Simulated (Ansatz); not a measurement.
The starting structures come from a database of crystals and need not be the phases stable at ambient conditions.

## Evanescent states of Pb₂SeS (R-3m, not sure to be the ambient phase, 4 atoms a cell, 27.5 Å³ an atom) along the normal of (110)

Method: PBEsol (plane waves, PAW; Ansatz, a quantum-chemistry and plane-wave program).

The gap is the functional's own. No spin-orbit coupling. Mid-gap values are interpolated on the energy grid.

Energies count from the valence-band top; κ is the least over a 6×6 mesh across the current.

```
E (eV)  κ (1/Å)  where
------  -------  -----
0.03      0.026      Γ
0.07      0.038  off Γ
0.12      0.039  off Γ
0.17      0.033  off Γ
0.23      0.011  off Γ
```

How thick must the barrier be to attenuate the transmission by 10^6 when the electrodes' Fermi level lies at 0.17 eV, and what attenuation does that film give at 0.07 eV?

d = 6 ln 10 / (2 × 0.033) = 209.3 Å. At 0.07 eV it gives 6 × 0.038/0.033 = 6.9 decades.
